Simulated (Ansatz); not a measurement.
## Carrier properties of GaP under load (space group I-4m2)

```
CELL_PARAMETERS angstrom
      0.00000     2.68756     2.83008
      2.68756     0.00000     2.83008
      2.68756     2.68756     0.00000
ATOMIC_POSITIONS crystal
  Ga 0.00000 0.00000 0.00000
  P  0.25000 0.25000 0.25000
```

Computed with r2SCAN with spin-orbit coupling, rigid bands (plane waves, PAW; Ansatz, a first-principles code). Condition of this run: uniaxial stress along [001] of -4.2 GPa (compression positive) (the target of the relaxation). Cell: cell and atoms relaxed with PBEsol, then loaded as said.

```
Property                                                                                                                                                          Result
---------------------------------------------------------------------------------------------------------------------------------------  -------------------------------
band gap                                                                                                                                                         1.57 eV
electron conductivity mass (300 K, dilute)                                                                                               0.39 (x), 0.39 (y), 0.25 (z) mₑ
hole conductivity mass (300 K, dilute)                                                                                                   0.34 (x), 0.34 (y), 0.42 (z) mₑ
effective density of states N_c (300 K)                                                                                                                      2.3e19 cm⁻³
effective density of states N_v (300 K)                                                                                                                      1.0e19 cm⁻³
density-of-states mass, electrons                                                                                                                                0.94 mₑ
density-of-states mass, holes                                                                                                                                    0.55 mₑ
Seebeck coefficient, n-type 1e19 cm⁻³, 300 K                                                                                                                   -289 μV/K
Seebeck coefficient, p-type 1e19 cm⁻³, 300 K                                                                                                                    277 μV/K
best p-type power factor at 300 K for τ = 10 fs (best axis; densities from 1e16 to 1e21 cm⁻³ tried, whether or not they can be reached)     10.8 μW/(cm·K²) at 1e20 cm⁻³
```

Rigid bands; masses and Seebeck coefficients take one relaxation time τ for all states and one kind of carrier; polarons and phonon drag are left out. Geometry: cell and atoms relaxed with PBEsol.
